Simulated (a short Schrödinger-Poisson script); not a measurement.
Solved with a short Schrödinger-Poisson script written for these runs: 1D Poisson equation in equilibrium, electrons quantum, Hartree (BenDaniel-Duke, 12 states a valley, the channel's in-plane mass for all, wave functions free to enter the dielectric), parabolic valleys, classical holes, full ionisation, no traps, pinning or gate leakage.

System: MOS inversion layer, Si3N4 on p-type Ge(100), at 300 K.

From the gate side: 2 nm Si3N4; 260 nm Ge, acceptors 2.5e18 cm⁻³.

Constants are typed, rounded textbook-type inputs, not results; the design itself was drawn at random and stands for no fabricated device. Si3N4: permittivity 7.5, conduction-band edge (eV) 1.9, gap (eV) 5.1, electron mass (mₑ) 0.5. Ge: permittivity 16, conduction-band edge (eV) 0, gap (eV) 0.664, Nv at 300 K (cm⁻³) 6e18.

Channel valleys (confinement mass, in-plane density-of-states mass, number): L4 0.12, 0.295, 4. At the gate the conduction-band edge of layer 1 lies 2.02 eV − eVg above the Fermi level of the channel; the field vanishes at the back. Gaps are held at their typed values at every temperature. Mesh 0.03 nm at interfaces.

Problem. Give the gate voltage at 1e11 electrons/cm² (V); the centroid of the channel electrons at Vg = 1.05 V (nm); the sheet density of all electrons at Vg = 1.05 V (cm⁻²).

Solution. gate voltage at 1e11 electrons/cm² (V): 0.46; centroid of the channel electrons at Vg = 1.05 V (nm): 1.70; sheet density of all electrons at Vg = 1.05 V (cm⁻²): 7.42e12. Only the L valleys are kept; under strong confinement the Δ valleys of Ge fill too.
